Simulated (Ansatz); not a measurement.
The reference is Ir in the fcc (Cu type) structure (space group Fm-3m, No. 225; relaxed with 0.1 eV smearing).

```
Ir
1.0
    0.00000     1.91555     1.91555
    1.91555     0.00000     1.91555
    1.91555     1.91555     0.00000
Ir
1
Cartesian
  0.00000   0.00000   0.00000
```

Cartesian axes are those of the cell as printed.

Level of theory: plane-wave PAW DFT at the PBEsol level (Ansatz, a quantum-chemistry and plane-wave program, 420 eV), no spin-orbit coupling.

Strains are applied to the cell and any free atomic positions relax; under biaxial strain the out-of-plane vector relaxes too.

One change was made to it. Results:

The energy increases by 95 meV/atom; the volume per atom drops by 0.625 Å³ to 13.43 Å³; the pressure (mean of the normal stresses, compression positive) goes from zero to 21.5 GPa.

What was done to the base?
(A) uniaxial strain ε_xx = −2.89 %
(B) uniaxial strain ε_xx = −4.46 %
(C) biaxial strain −3.50 %, plane normal [110], relaxed out of plane
(D) uniaxial strain ε_xx = +5.96 %

C, biaxial strain −3.50 %, plane normal [110], relaxed out of plane. For comparison, the energy relative to the base in the other runs: uniaxial strain ε_xx = −2.89 % gives +25 meV/atom; uniaxial strain ε_xx = −4.46 % gives +62 meV/atom; uniaxial strain ε_xx = +5.96 % gives +88 meV/atom.

Stability against distortions was not tested. All final runs are without spin polarisation.
